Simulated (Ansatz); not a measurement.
## As under a change: pressure 10 GPa

The parent structure is As in the A7 type structure (space group R-3m, No. 166; a = 3.783 Å, c = 10.109 Å (hexagonal axes); layered).

The change: a hydrostatic pressure of 10 GPa.

Calculations: Ansatz (an electronic-structure program) PBE-D3(BJ), without spin-orbit coupling. Settings: 11×11×11 k-points, 0.05 eV Fermi–Dirac smearing.

```tsv
quantity	base	changed	shift
volume per atom	20.89 Å³	18.28 Å³	-2.61 Å³
density	5.96 g/cm³	6.81 g/cm³	+0.85 g/cm³
lattice parameter a	3.783 Å	3.681 Å	-0.102 Å
c/a ratio	2.672	2.539	-0.133
shortest interatomic distance	2.535 Å	2.494 Å	-0.041 Å
enthalpy H = E + PV relative to the base's energy	–	+1.21 eV/atom	–
band gap	zero	zero	–
```

The mesh was chosen for an insulator and is coarse for the gapless case. Load acts through the strain it causes; cell and atoms are relaxed under it. Whether these cells are dynamically stable was not tested. Competing high-pressure phases were not computed.
